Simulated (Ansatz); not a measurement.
The parent structure is Lu in the hcp (Mg type) structure (space group P6_3/mmc, No. 194).

```yaml
crystal:
  lattice:
    - [3.44514, 0.00000, 0.00000]
    - [-1.72257, 2.98358, 0.00000]
    - [0.00000, 0.00000, 5.34885]
  atoms:
    - { symbol: Lu, position: [0.33333, 0.66667, 0.75000] }
    - { symbol: Lu, position: [0.66667, 0.33333, 0.25000] }
```

Level of theory: PBEsol (Ansatz, a first-principles code), no spin-orbit coupling.

One change was made to it. Results:

The c/a ratio grows by 0.224 (1.553 → 1.777); the shortest interatomic distance falls by 0.467 Å, from 3.333 Å to 2.866 Å; the density rises by 6.02 g/cm³, from 10.57 g/cm³ to 16.59 g/cm³.

**Question.** Which change produced these results?
(A) Lu → Be
(B) Lu → Al
(C) Lu → Ta

**Answer.** C, Lu → Ta. For comparison, the c/a ratio in the other runs: Lu → Al gives 1.668; Lu → Be gives 1.574.

Whether these cells are dynamically stable was not tested. For Ta and Al in this form, whether it has been made was not checked. The final runs are not spin-polarised. This is not the structure that Ta has at room temperature and ambient pressure. This is not the structure that Al has at room temperature and ambient pressure.
